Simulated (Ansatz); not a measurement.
System: Zr vacancy in rock-salt ZrN (neutral cell). All values below come from PBE, PAW (plane waves to 420 eV; Ansatz, an electronic-structure program).

Cell of 64 host sites held at the relaxed PBE lattice; a 3×3×3 k-point mesh shifted by half a step; Fermi-Dirac width 0.10 eV, spin-restricted; finite-size errors left in. Energies are static. Forms of the defect that were not tried may lie lower.

Barriers: single points on a 4×4×4 k-point mesh shifted by half a step at the bands' geometries.

The only route run: one Zr atom jumps into the vacancy from a nearby Zr site; the atom moves 3.10 Å along (0.00, -0.48, -0.48) of the unit cell; the moving atom starts with neighbours 2 N at 2.25, 2 N at 2.29, 2 N at 2.35 Å and ends with 2 N at 2.25, 2 N at 2.29, 2 N at 2.35 Å. Its barrier is 4.32 eV. The saddle point's order was not checked, and it lies on a symmetry element of the cell, where a band can be held. The defect has 12 equivalent sites to jump to, 3.25 Å away. Attempt frequency: take 10 THz as a typical guess.

Q: Estimate the defect's diffusion coefficient at 300 K, how far it wanders in 1 h, and how much an error of 0.1 eV in the barrier would matter.

A: kT = 0.0259 eV, so each jump happens at Γ = ν exp(−E/kT) = 1.0e13 × exp(−167.11) ≈ 2.7e-60 s⁻¹. For uncorrelated jumps in a cubic host D = z λ² Γ / 6 = 12 × (3.25e-8 cm)² × 2.7e-60 / 6 ≈ 5.7e-75 cm²/s. The root-mean-square distance is √(6Dt) ≈ 1e-28 nm, less than one jump, so the defect is frozen in. An error of 0.1 eV changes D by a factor exp(0.1/kT) ≈ 48, and the distance by its square root. This is the isolated defect's own diffusivity; trapping, its concentration and zero-point motion are left out.
